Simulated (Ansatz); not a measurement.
Consider Ga2O3 (space group R-3m, No. 166; a = 2.9881 Å, c = 22.8522 Å (hexagonal axes); a hypothetical phase, not in the database extracts checked). Axes: x lies along a and z along c of the hexagonal cell.

Levels (all Ansatz, an electronic-structure program, PAW): PBEsol (420 eV, scalar-relativistic without spin-orbit coupling); r2SCAN (500 eV, no spin-orbit coupling).

Its gap is 2.85 eV with PBEsol and 3.51 eV with r2SCAN.

The change: compressive biaxial strain of 2.22 % in the plane normal to [001], as in epitaxy on a mismatched substrate; the out-of-plane cell vector and the atoms relax.

With PBEsol the gap becomes 3.28 eV.

Problem. If the r2SCAN correction stayed the same, what would the r2SCAN gap be, and what does the r2SCAN run give?

Solution. A rigid correction of +0.66 eV gives 3.94 eV. The r2SCAN run gives 3.96 eV, so the two effects roughly add.

Single points use the geometry relaxed with PBEsol. Whether these cells are dynamically stable was not tested.
